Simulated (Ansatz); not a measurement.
Take BP in the zinc blende structure (space group F-43m, No. 216; a = 4.520 Å) as the base. Axes: x, y, z lie along the cube axes.

The values are results of plane-wave PAW DFT at the PBEsol level (Ansatz, an electronic-structure program, 420 eV), spin-orbit coupling left out, earlier PAW set, not measurements.

A first run, uniaxial strain ε_zz = −1.63 %, gives secant values C11 ≈ 350 GPa and C12 ≈ 88 GPa from its stress. A second run applies biaxial strain +1.79 %, plane normal [001], relaxed out of plane.

Task: What does linear elasticity predict for −ε⊥/ε∥ in the second run, and what does the run give?

Result: Linear elasticity: 2 C12/C11 = 0.50. The run gives 0.47; any difference comes from nonlinear terms at these strains and numerical noise.

Stability against distortions was not tested.
